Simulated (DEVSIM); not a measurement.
# abrupt Ge p-n junction

Structure: abrupt Ge p-n junction, at 300 K.

```tsv
layer (left to right)	material	thickness (μm)	Nd (cm⁻³)	Na (cm⁻³)	τn (s)	τp (s)
1	Ge	3.40	-	3.9e15	4.9e-7	4.9e-6
2	Ge	250	4.2e16	-	4.9e-6	4.9e-6
```

Left contact: ohmic. Right contact: ohmic. Voltage is applied to the left contact. Recombination: SRH at mid-gap. Mobility is constant in doping.

Constants are typed, rounded textbook-type inputs, not results; the design itself was drawn at random and stands for no fabricated device. Values at 300 K.

| parameter | Ge |
|---|---|
| gap (eV) | 0.664 |
| affinity (eV) | 4 |
| permittivity | 16 |
| Nc (cm⁻³) | 1.04e19 |
| Nv (cm⁻³) | 6e18 |
| μn (cm²/Vs) | 3900 |
| μp (cm²/Vs) | 1900 |

Simulated with DEVSIM: 1D drift-diffusion, Boltzmann statistics, complete ionisation; no tunnelling, impact ionisation, image-force lowering or self-heating.

```json
{
  "potential_step_across_the_device_at_zero_bias": "0.332 V",
  "largest_field_in_the_device_at_zero_bias": "16000 V/cm",
  "Dark forward voltage at 1 A/cm²": "0.135 V",
  "Dark forward voltage at 100 A/cm²": "0.354 V"
}
```

Dark forward current:

```json
[
 {"V (V)": "0.05", "J (A/cm²)": "0.035"},
 {"V (V)": "0.10", "J (A/cm²)": "0.27"},
 {"V (V)": "0.15", "J (A/cm²)": "1.8"},
 {"V (V)": "0.20", "J (A/cm²)": "9.0"},
 {"V (V)": "0.25", "J (A/cm²)": "29"},
 {"V (V)": "0.30", "J (A/cm²)": "59"},
 {"V (V)": "0.35", "J (A/cm²)": "97"},
 {"V (V)": "0.40", "J (A/cm²)": "140"},
 {"V (V)": "0.45", "J (A/cm²)": "180"},
 {"V (V)": "0.50", "J (A/cm²)": "230"},
 {"V (V)": "0.55", "J (A/cm²)": "280"},
 {"V (V)": "0.60", "J (A/cm²)": "330"},
 {"V (V)": "0.65", "J (A/cm²)": "380"},
 {"V (V)": "0.70", "J (A/cm²)": "430"},
 {"V (V)": "0.75", "J (A/cm²)": "480"},
 {"V (V)": "0.80", "J (A/cm²)": "540"},
 {"V (V)": "0.85", "J (A/cm²)": "600"},
 {"V (V)": "0.90", "J (A/cm²)": "650"},
 {"V (V)": "0.95", "J (A/cm²)": "710"},
 {"V (V)": "1.00", "J (A/cm²)": "770"},
 {"V (V)": "1.05", "J (A/cm²)": "840"},
 {"V (V)": "1.10", "J (A/cm²)": "900"},
 {"V (V)": "1.15", "J (A/cm²)": "970"}
]
```

Dark reverse current:

```csv
V (V),J (A/cm²)
-0.40,-0.0063
-1.00,-0.0068
-2.00,-0.0075
-3.00,-0.0082
-4.00,-0.0089
-6.00,-0.010
-8.00,-0.012
```
